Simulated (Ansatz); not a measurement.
A one-dimensional Lu body, 2 atoms a period, stretched and compressed along its axis from its relaxed period of 3.271 Å, atoms relaxed at each length.

```
CELL_PARAMETERS angstrom
     13.50000     0.00000     0.00000
      0.00000    11.00000     0.00000
      0.00000     0.00000     3.27104
ATOMIC_POSITIONS crystal
  Lu 0.40137 0.50000 0.00000
  Lu 0.59863 0.50000 0.50000
```

Method: PBE (plane waves to 420 eV, PAW; Ansatz, a quantum-chemistry and plane-wave program). Mesh 1×1×60. No spin polarisation. Isolated but for its images some 11 Å away. A hypothetical model. It keeps the symmetry and period of its start, so it need not be a minimum against all distortions. Pairing along the axis, which can open a gap, is among the distortions not tried. On relaxing, bonds broke or formed, so the name tells the start alone. Buckling under compression is shut out by symmetry and the short period. Energies are free energies at a Fermi–Dirac width of 0.02 eV, from the unstrained cell.

```csv
strain (%),energy (meV a period),axial force (nN)
-3.0,+17,-0.59
-1.5,+4,-0.27
0.0,0,-0.01
+1.5,+3,+0.19
+3.0,+11,+0.34
```

The slope of the force at zero strain is 15 nN.
